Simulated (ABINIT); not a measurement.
Band structure of TiN (Fm-3m, 2 atoms in the cell).

```xyz
2
Lattice="0.0000 2.1200 2.1200 2.1200 0.0000 2.1200 2.1200 2.1200 0.0000" Properties=species:S:1:pos:R:3 pbc="T T T"
Ti     0.0000     0.0000     0.0000
N      2.1200     2.1200     2.1200
```

Method of the run: PBE, PAW (JTH v2.0 PBE PAW) (plane waves; ABINIT).

Settings: pseudos = [Ti.GGA_PBE-JTH.xml, N.GGA_PBE-JTH.xml]; ecut = 30 Ha; pawecutdg = 60 Ha; pawxcdev = 0; occopt = 3; tsmear = 0.00367493 Ha; ngkpt = 18 18 18; nshiftk = 1; shiftk = 0 0 0; potentials = JTH v2.0 PBE PAW; kptopt = 1; nstep = 50; tolvrs1 = 1e-10.

The starting cell has typed, rounded lattice constants, without a prior relaxation at this level. Spin polarisation is off; with an odd number of electrons in the cell that forces a metal, and a magnetic state may lie lower.

Levels in eV from the Fermi level, bands 5 to 12:
```
point       5      6      7      8      9     10     11    12
-----  ------  -----  -----  -----  -----  -----  -----  ----
Γ      -17.12  -2.05  -2.05  -2.05  -0.61  -0.61  -0.61  0.59
X      -15.71  -5.82  -3.23  -3.23  -3.08   1.65   2.41  2.41
W      -15.25  -5.47  -5.47  -5.38   0.93   0.93   2.41  3.14
K      -15.29  -5.82  -5.71  -4.47  -0.47   2.00   2.33  3.61
L      -14.64  -8.10  -5.49  -5.49   1.70   1.70   2.37  5.76
U      -15.29  -5.82  -5.71  -4.47  -0.47   2.00   2.33  3.61
```

Bands cross the Fermi level along this path, so the cell is metallic at this level.
